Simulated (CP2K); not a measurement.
CP2K run on TaC (Fm-3m, 2 atoms in the cell): self-consistent single point.

Method of the run: PBE, GPW, DZVP-MOLOPT-SR-GTH basis, GTH-PBE potentials (GTH_POTENTIALS) in CP2K.

```xyz
2
Lattice="3.1633 0.0000 0.0000 1.5817 2.7395 0.0000 1.5817 0.9132 2.5828" Properties=species:S:1:pos:R:3 pbc="T T T"
Ta     0.0000     0.0000     0.0000
C      3.1633     1.8263     1.2914
```

Reference input (self-consistent single point, DFT PBE, GPW, DZVP-MOLOPT-SR-GTH basis, GTH-PBE potentials (GTH_POTENTIALS)): CUTOFF = 500 Ry; REL_CUTOFF = 50 Ry; SMEAR/METHOD = GAUSSIAN; SIGMA = 0.05 eV; KPOINTS/SCHEME = MONKHORST-PACK 7 7 7; XC_FUNCTIONAL = PBE; Ta/BASIS_SET = DZVP-MOLOPT-SR-GTH; Ta/POTENTIAL = GTH-PBE-q13; C/BASIS_SET = DZVP-MOLOPT-SR-GTH; C/POTENTIAL = GTH-PBE-q4; METHOD = GPW; EPS_DEFAULT = 1e-10. This run's input differs from it in these lines:

```diff
@@ -36,3 +36,3 @@
         METHOD GAUSSIAN
-        SIGMA [eV] 0.05
+        SIGMA [eV] 0.5
       &END SMEAR
```

Output (repeated stretches shortened):

```
 SCF WAVEFUNCTION OPTIMIZATION

  Step     Update method      Time    Convergence         Total energy    Change
     1 NoMix/Diag. 0.20E+00      -     1.34792390       -64.4497780363 -6.44E+01
     2 Broy./Diag. 0.20E+00      -     0.07796766       -64.3489396144  1.01E-01
     3 Broy./Diag. 0.20E+00      -     0.11638930       -64.2511443305  9.78E-02
     4 Broy./Diag. 0.20E+00      -     0.02307334       -64.0914352318  1.60E-01
     5 Broy./Diag. 0.20E+00      -     0.00891329       -63.9877356967  1.04E-01
     6 Broy./Diag. 0.20E+00      -     0.00118664       -63.9658110200  2.19E-02
   [... 2 lines left out ...]
     9 Broy./Diag. 0.20E+00      -     0.00004858       -63.9794400094  1.11E-05
    10 Broy./Diag. 0.20E+00      -     0.00000306       -63.9794140255  2.60E-05
    11 Broy./Diag. 0.20E+00      -     0.00000302       -63.9794202627 -6.24E-06
    12 Broy./Diag. 0.20E+00      -     0.00000015       -63.9794263246 -6.06E-06
  *** SCF run converged in    12 steps ***

  Overlap energy of the core charge distribution:               0.00000000438679
  Self energy of the core charge distribution:               -100.01504394455685
  Core Hamiltonian energy:                                     22.67620574549692
  Hartree energy:                                              22.00565827557074
  Exchange-correlation energy:                                 -8.64362351187473
  Smearing free energy correction:                             -0.00262289307002
  Fermi energy:                                                 0.54242477562861

  Total energy:                                               -63.97942632456185
  Total energy (extrapolated to sigma->0):                    -63.97811487802684

   [... lines left out ...]

 STRESS| Analytical stress tensor [bar]
 STRESS|                        x                   y                   z
 STRESS|      x       -3.80708849539E+04  -3.27741219398E-02  -2.31737851280E-02
 STRESS|      y       -3.27741219398E-02  -3.80695380627E+04   3.08161109095E-01
 STRESS|      z       -2.31737851280E-02   3.08161109095E-01  -3.80702041552E+04
 STRESS| 1/3 Trace                                            -3.80702090573E+04
```

The run converged in 12 iterations. Against the reference run the free energy drops by 16.5 meV/atom and the pressure goes from -4.07 to -3.81 GPa.

The starting cell comes from a database of computed structures (which also holds hypothetical and non-ambient phases and stackings), without a prior relaxation at this level. Its lattice was rescaled by a random factor within 2.5 % of one. Spin polarisation is off. Values carry the incompleteness of an atom-centred basis. With a pressure of about -4 GPa the cell is away from its equilibrium volume at this level.

Cost on one core of a shared machine: roughly 90 s.
